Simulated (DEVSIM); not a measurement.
Device: Si p-i-n diode, at 300 K.

```
layer (left to right)  material  thickness (μm)  Nd (cm⁻³)  Na (cm⁻³)  τn (s)  τp (s)
---------------------  --------  --------------  ---------  ---------  ------  ------
1                            Si           0.270          -     3.4e17  0.0001  0.0001
2                            Si            13.0     1.6e11          -  0.0001  0.0001
3                            Si           0.920     8.4e18          -  0.0001  0.0001
```

Left contact: ohmic. Right contact: ohmic. Voltage is applied to the left contact. Recombination: SRH at mid-gap, radiative. Mobility is constant in doping.

This is a model device: material constants are rounded textbook-type values typed into the input, and sizes, dopings and lifetimes were drawn at random. Values at 300 K.

```csv
parameter,Si
gap (eV),1.124
affinity (eV),4.05
permittivity,11.7
Nc (cm⁻³),2.86e19
Nv (cm⁻³),3.1e19
μn (cm²/Vs),1417
μp (cm²/Vs),470
B (cm³/s),4.7e-15
```

DEVSIM, 1D drift-diffusion, Boltzmann statistics, complete ionisation; no tunnelling, impact ionisation, image-force lowering or self-heating.

Question: Give the dark reverse current.

Answer: 
```json
[
 {"V (V)": "-0.10", "J (A/cm²)": "-2.7e-9"},
 {"V (V)": "-0.25", "J (A/cm²)": "-4.4e-9"},
 {"V (V)": "-0.50", "J (A/cm²)": "-5.9e-9"},
 {"V (V)": "-0.75", "J (A/cm²)": "-6.8e-9"},
 {"V (V)": "-1.00", "J (A/cm²)": "-7.5e-9"},
 {"V (V)": "-1.50", "J (A/cm²)": "-8.3e-9"},
 {"V (V)": "-2.00", "J (A/cm²)": "-8.8e-9"},
 {"V (V)": "-2.50", "J (A/cm²)": "-9.1e-9"},
 {"V (V)": "-3.25", "J (A/cm²)": "-9.5e-9"},
 {"V (V)": "-4.00", "J (A/cm²)": "-9.8e-9"},
 {"V (V)": "-5.00", "J (A/cm²)": "-1.0e-8"}
]
```
